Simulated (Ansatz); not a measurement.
System: SrHfO₃ (Imma, No. 74, 10 atoms in the cell; start mp-13109; a measured phase of this formula has another space group). Method: LDA in Ansatz (PAW).

Numerical settings: plane-wave cutoff 520 eV, 8×8×8 k mesh, Fermi–Dirac smearing 0.01 eV, scalar-relativistic PAW data made under PBE.

Cell (relaxed at this level):

```
HfSrO3
1.0
   -2.85464     4.00905     2.86863
    2.85464    -4.00905     2.86863
    2.85464     4.00905    -2.86863
Sr Hf O
2 2 6
Direct
  0.23934   0.48934   0.75000
  0.76066   0.51066   0.25000
  0.00000   0.00000   0.00000
  0.50000   0.00000   0.50000
  0.79570   0.50000   0.79570
  0.20430   0.50000   0.20430
  0.20430   0.00000   0.70430
  0.79570   0.00000   0.29570
  0.66695   0.91695   0.75000
  0.33305   0.08305   0.25000
```

Task: Give the computed band gap.

Result: 
- band gap = 3.95 eV

Spin–orbit coupling is not included.

Static lattice: no zero-point or thermal effects.

A start named mp-… is a Materials Project structure, which need not be a measured phase.

Ansatz is a program for electronic structure.
